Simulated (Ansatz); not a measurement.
Density of states of CoPdO$_{2}$ (R-3m) near the Fermi level, PBEsol, rigid bands (Ansatz, a program for electronic structure).

```csv
E − E_F (eV),states/eV/cell
-1.95,5.45
-1.85,6.29
-1.75,6.32
-1.65,5.93
-1.55,3.45
-1.45,2.62
-1.35,5.97
-1.25,5.71
-1.15,5.36
-1.05,5.75
-0.95,7.29
-0.85,9.96
-0.75,7.31
-0.65,7.07
-0.55,4.88
-0.45,2.80
-0.35,0.73
-0.25,0.46
-0.15,0.49
-0.05,0.56
0.05,0.70
0.15,1.13
0.25,1.43
0.35,1.77
0.45,3.53
0.55,1.75
0.65,0.89
0.75,0.86
0.85,1.08
0.95,1.38
1.05,1.55
1.15,1.90
1.25,2.75
1.35,5.73
1.45,4.04
1.55,4.81
1.65,4.92
1.75,4.36
1.85,3.37
1.95,1.56
```

With 4 atoms a cell, what bare Sommerfeld coefficient γ = (π²/3) k_B² N(E_F) follows?

N(E_F) ≈ 0.62 states/eV a cell at 300 K, so γ ≈ 0.37 mJ/(mol of atoms·K²), before electron-phonon enhancement.

How far does the Fermi level move in a rigid band for 0.1 electron a cell added or removed?

128 meV and -187 meV.

A metal at this level (no band gap); rigid bands, thermally averaged at 300 K, both spins. Spin-orbit coupling is left out. Geometry: cell and atoms relaxed with PBEsol.

Computed structure, not matched to a measured one here, so possibly hypothetical: CoPdO2 (R-3m). Treated as nonmagnetic (a ferromagnetic start lost its moment, other orders weren't tried): CoPdO2 (R-3m).
